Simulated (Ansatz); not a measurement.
**CrCuO2: pressure series**

Take CrCuO2 (space group R-3m, No. 166; a = 3.013 Å, c = 17.112 Å (hexagonal axes); ferromagnetic) as the base.

Cell and atoms are relaxed at each pressure.

Level of theory: PBE (Ansatz, a first-principles code; PAW; 420 eV plane waves; no spin-orbit coupling).

| case | band gap | c/a ratio | lattice parameter a |
|---|---|---|---|
| base | 1.08 eV | 5.680 | 5.693 bohr |
| pressure −2 GPa | 1.07 eV | 5.653 | 5.728 bohr |
| pressure −1 GPa | 1.07 eV | 5.667 | 5.710 bohr |
| pressure 0.9 GPa | 1.08 eV | 5.692 | ___ |
| pressure 2.1 GPa | 1.09 eV | 5.707 | 5.658 bohr |
| pressure 4.5 GPa | 1.09 eV | 5.738 | 5.621 bohr |
| pressure 9 GPa | 0.98 eV | 5.793 | ___ |
| pressure 15 GPa | ___ | 5.862 | 5.477 bohr |
| pressure 22.5 GPa | 0.65 eV | ___ | 5.390 bohr |
| pressure 30 GPa | 0.47 eV | 6.021 | 5.312 bohr |

Fill in the withheld entries from the trend.


- pressure 0.9 GPa, lattice parameter a: 5.678 bohr
- pressure 9 GPa, lattice parameter a: 5.555 bohr
- pressure 15 GPa, band gap: 0.83 eV
- pressure 22.5 GPa, c/a ratio: 5.944

Load acts through the strain it causes; cell and atoms are relaxed under it. No phonon test of stability was made. No other phases were tried under pressure. No Hubbard U is applied and the magnetic state is the run's own (CrCuO2 ferromagnetic); small cells can't hold the antiferromagnetic order that many such compounds have, so gaps and moments can be off. A gap here joins edges of opposite spin (a spin-flip gap).
